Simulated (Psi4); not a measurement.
Psi4 1.11, BP86/def2-svp: Al(F)2(NCO) (O=C=[N][Al]([F])[F]), 6 atoms. The geometry is a generated start, not checked to be a minimum at this level.

| Item | Value |
|---|---|
| task | energy |
| method | bp86 |
| basis | def2-svp |
| memory | 3 GB |
| maxiter | 100 |
| keys of the molecule block | symmetry c1 |
| scf_type | df (default) |
| diis_max_vecs | 10 (default) |
| e_convergence | 1e-06 (default) |
| d_convergence | 1e-06 (default) |
| dft_radial_points | 75 (default) |
| dft_spherical_points | 302 (default) |
| basis functions | 88 |
| grid points | 130646 |

```xyz
6

Al     0.5807    -0.4828     0.9269
F      2.1601    -0.8942     0.8534
F     -0.2597    -0.8079     2.2916
N     -0.2170     0.2902    -0.4455
C     -0.8379     0.7318    -1.3684
O     -1.4263     1.1629    -2.2580
```

With the defaults (diis = true, scf_initial_accelerator = adiis, damping_percentage = 0, diis_start = 1, guess = auto, which took SAD, soscf = false, soscf_start_convergence = 0.01) it converges in 10 SCF iterations. One run each on 2 threads, with these changes:
- guess = huckel
- guess = sadno
- damping_percentage = 20
- diis = false, scf_initial_accelerator = none, damping_percentage = 60
- diis_start = 4
- guess = modhuckel
- soscf = true, soscf_start_convergence = 0.001
- guess = gwh
- guess = core

Which runs fail or end elsewhere than the default run?

No convergence: diis = false, scf_initial_accelerator = none, damping_percentage = 60 (the run ends without SCF convergence in 100 iterations). The rest reach the solution of the defaults.

```
setting                                                                SCF iterations  JK calls             end
---------------------------------------------------------------------  --------------  --------  --------------
soscf = true, soscf_start_convergence = 0.001                                       8        19   same solution
the defaults                                                                       10        11   same solution
guess = gwh                                                                        11        11   same solution
guess = sadno                                                                      12        12   same solution
guess = modhuckel                                                                  12        42   same solution
guess = huckel                                                                     12        42   same solution
guess = core                                                                       14        14   same solution
diis_start = 4                                                                     17        18   same solution
damping_percentage = 20                                                            23        24   same solution
diis = false, scf_initial_accelerator = none, damping_percentage = 60             100       101  no convergence
```

An SOSCF iteration holds several JK calls; a Hückel guess adds calls on atoms.
